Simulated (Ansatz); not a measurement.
Take WS$_{2}$ (space group P6_3/mmc, No. 194; layered, stacked along the Cartesian z axis) as the base.

```xyz
6
Lattice="3.1147 0.0000 0.0000 -1.5574 2.6974 0.0000 0.0000 0.0000 11.7724" Properties=species:S:1:pos:R:3 pbc="T T T"
W      1.5574     0.8991     2.9431
W      0.0000     1.7983     8.8293
S      1.5574     0.8991    10.4014
S      0.0000     1.7983     4.5152
S      0.0000     1.7983     1.3709
S      1.5574     0.8991     7.2571
```

Cartesian axes are those of the cell as printed.

Level of theory: PBEsol-D3(BJ) in Ansatz (plane waves to 420 eV, PAW, scalar-relativistic without spin-orbit coupling).

Strains are applied to the cell and any free atomic positions relax.

One change was made to it. Results:

| quantity | base | after |
|---|---|---|
| smallest direct gap | 1.92 eV | 1.71 eV |
| hole mass | 0.96 mₑ along c, 0.46 mₑ across (at Γ) | 0.36 mₑ along x, 0.49 mₑ along y, 1.1 mₑ along z (at Γ) |
| energy relative to the base (free energy F) | 0 meV/atom | +12 meV/atom |
| band gap | 0.65 eV | 0.68 eV |

Problem. What was done to the base?
A. uniaxial strain ε_xx = +1.80 %
B. uniaxial strain ε_xx = +3.00 %
C. uniaxial strain ε_xx = +2.40 %

Solution. B, uniaxial strain ε_xx = +3.00 %. For comparison, the energy relative to the base in the other runs: uniaxial strain ε_xx = +1.80 % gives +4.4 meV/atom; uniaxial strain ε_xx = +2.40 % gives +7.7 meV/atom.

With W present, leaving out spin-orbit coupling can change the band edges. Masses are band curvatures over ±0.01 Å⁻¹ around the edge. Stability against distortions was not tested.

Ansatz is a program for electronic structure.
